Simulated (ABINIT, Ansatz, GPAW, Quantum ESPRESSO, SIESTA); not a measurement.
# YMg6Ga (Amm2, 8 atoms in the cell) computed with different codes at matched settings

Self-consistent single point.

```yaml
crystal:
  lattice:
    - [5.05190, 0.00000, 0.00000]
    - [0.00000, 3.33935, 5.75643]
    - [0.00000, -3.33935, 5.75643]
  atoms:
    - { symbol: Y, position: [0.50000, 0.32495, 0.32495] }
    - { symbol: Mg, position: [0.50000, 0.83793, 0.32497] }
    - { symbol: Mg, position: [0.50000, 0.32497, 0.83793] }
    - { symbol: Mg, position: [0.50000, 0.83579, 0.83579] }
    - { symbol: Mg, position: [0.00000, 0.67715, 0.16171] }
    - { symbol: Mg, position: [0.00000, 0.16171, 0.67715] }
    - { symbol: Mg, position: [0.00000, 0.66745, 0.66745] }
    - { symbol: Ga, position: [0.00000, 0.17005, 0.17005] }
```

All programs got the same cell, k-point mesh and kind of occupations (in Ansatz's words: kpoints.mp_grid.grid = 4 3 3; scf.occupations.method = fermi_dirac; scf.occupations.width = 0.1 eV); potentials, basis and cutoffs are each program's usual ones.

| code | model | pressure (GPa) | largest force (eV/Å) | k-points | cutoff |
|---|---|---|---|---|---|
| ABINIT | LDA (PW92), PAW (JTH v2.0 LDA PAW) | -4.08 | 0.186 | 12 | 40 Ry |
| Ansatz | LDA (PW92), PAW files made with PBE | -3.97 | 0.183 | 12 | default |
| Quantum ESPRESSO | LDA (PW92), PseudoDojo standard norm-conserving (LDA) pseudopotentials | -3.93 | 0.186 | 12 | 85 Ry |
| SIESTA | LDA PW92, numerical atomic orbitals DZP, PseudoDojo LDA standard norm-conserving potentials (rewritten from UPF to PSML) | -3.28 | 0.157 | 20 | grid 300 Ry |
| GPAW | LDA (Perdew-Wang 92), GPAW PAW datasets LDA (gpaw-data 1.0.1) | -3.94 | 0.182 | 12 | 850 eV |

Size of the force on each atom (eV/Å): Sizes of forces hide their directions.

```
code                 Y1    Mg2    Mg3    Mg4    Mg5    Mg6    Mg7    Ga8
----------------  -----  -----  -----  -----  -----  -----  -----  -----
ABINIT            0.186  0.034  0.034  0.048  0.061  0.061  0.034  0.136
Ansatz            0.183  0.034  0.034  0.049  0.061  0.061  0.033  0.136
Quantum ESPRESSO  0.186  0.033  0.033  0.050  0.060  0.060  0.033  0.139
SIESTA            0.145  0.083  0.083  0.108  0.056  0.056  0.026  0.157
GPAW              0.182  0.030  0.030  0.054  0.059  0.059  0.032  0.138
```

The spread over the programs that give each value: pressure within 0.80 GPa; largest force within 0.029 eV/Å.

The starting cell comes from a database of computed structures (which also holds hypothetical and non-ambient phases and stackings), without a prior relaxation at this level. Its lattice was rescaled by a random factor within 2.5 % of one. On Ansatz's run: In the base run, with a pressure of about -4 GPa the cell is away from its equilibrium volume at this level.

Question: Why do the programs differ, and what cannot be compared?

Answer: Differences of this kind can come from the potentials, where these differ, and from what each basis and cutoff leave unconverged. The valence holds different numbers of electrons (ABINIT 84, Ansatz (a quantum-chemistry and plane-wave program) 84, Quantum ESPRESSO 84, SIESTA 84, GPAW 74). The zero of total energies and Fermi levels follows the potentials and each program's conventions, so they are not compared here. SIESTA uses small atom-centred bases, whose incompleteness enters pressures, forces and empty levels differently from a plane-wave cutoff. Ansatz's pressure is given at a fixed set of plane waves, as the other plane-wave codes print theirs. The programs reduce the same mesh by symmetry to different extents, which changes the work and not the result. In the force vectors, SIESTA (by 0.104) lies more than 0.08 eV/Å from the median of the plane-wave programs.

Left out of this page: CP2K (unsound by tests on forces, stress, charge or solver warnings); FLEUR (not drawn, or without a comparable value).

Keys are those of Ansatz 0.2.
